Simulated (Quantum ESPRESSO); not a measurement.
**Habitual settings against a tight run: RbZn4As3 (P4/mmm, 8 atoms in the cell)**

Self-consistent single point.

```xyz
8
Lattice="4.1488 0.0000 0.0000 0.0000 4.1488 0.0000 0.0000 0.0000 10.4151" Properties=species:S:1:pos:R:3 pbc="T T T"
Rb     0.0000     0.0000     5.2076
Zn     0.0000     2.0744     1.6425
Zn     0.0000     2.0744     8.7727
Zn     2.0744     0.0000     1.6425
Zn     2.0744     0.0000     8.7727
As     0.0000     0.0000     0.0000
As     2.0744     2.0744     3.0148
As     2.0744     2.0744     7.4004
```

Method of the run: PBEsol, GBRV 1.5 ultrasoft (PBESOL) pseudopotentials (plane waves; Quantum ESPRESSO).

Base settings: ecutwfc = 50 Ry; ecutrho = 250 Ry; occupations = smearing; smearing = marzari-vanderbilt; degauss = 0.0036749 Ry; potentials = {Rb: rb_pbesol_v1.uspp.F.UPF, Zn: zn_pbesol_v1.uspp.F.UPF, As: as_pbesol_v1.uspp.F.UPF}; K_POINTS = automatic 5 5 2 0 0 0; conv_thr = 1e-10 Ry.

Tight run (finer mesh or higher cutoff; not a proven limit): ecutwfc: 50 Ry → 70 Ry; ecutrho: 250 Ry → 350 Ry; conv_thr: 1e-10 Ry → 7.3e-11 Ry; K_POINTS: automatic 5 5 2 0 0 0 → automatic 7 7 3 0 0 0. It gave Fermi level (on the code's own zero) 7.95 eV; pressure -0.89 GPa; largest force (vector length) 0.109 eV/Å.

Quick runs, as changes from the base:
- A: the base itself
- B: ecutwfc: 50 Ry → 25 Ry; ecutrho: 250 Ry → 125 Ry; K_POINTS: automatic 5 5 2 0 0 0 → automatic 2 2 2 0 0 0
- C: ecutwfc: 50 Ry → 35 Ry; ecutrho: 250 Ry → 175 Ry; conv_thr: 1e-10 Ry → 7.3e-06 Ry; K_POINTS: automatic 5 5 2 0 0 0 → automatic 4 4 4 1 1 1
- D: ecutwfc: 50 Ry → 40 Ry; ecutrho: 250 Ry → 200 Ry; K_POINTS: automatic 5 5 2 0 0 0 → automatic 2 2 2 0 0 0
- E: ecutwfc: 50 Ry → 25 Ry; ecutrho: 250 Ry → 125 Ry; smearing: marzari-vanderbilt → methfessel-paxton; degauss: 0.0036749 Ry → 0.019992 Ry; K_POINTS: automatic 5 5 2 0 0 0 → automatic 4 4 4 0 0 0

Dashes: pressure of C, not trusted under this conv_thr with d or f elements.

The count of work is k-points × plane waves × bands × iterations; it is no time. Core times come from one kind of shared machine and are given to one figure; runs under 30 s give none.

The starting cell comes from a database of computed structures (which also holds hypothetical and non-ambient phases and stackings), without a prior relaxation at this level. Its lattice was rescaled by a random factor within 2.5 % of one. The run gives no clean gap (levels at the Fermi energy touch, overlap or are partly filled at this smearing), which alone does not show that the compound is a metal.

```csv
run,energy less tight (meV/atom),pressure less tight (GPa),largest miss in a force vector (eV/Å),count of work / tight,core time / tight (rough)
A,18.0,-0.05,0.034,0.39,0.4
B,3088.2,-115.53,0.157,0.074,0.08
C,12.3,–,0.053,0.073,0.07
D,336.7,1.99,0.252,0.14,0.2
E,2797.9,-117.23,0.046,0.21,0.1
```

Among the runs at the tight run's level, the energy misses run from 12.3 to 3088.2 meV/atom.

Left out of this page: 1 run of the series outside the window shown, repeating another row's setting, or not comparable.
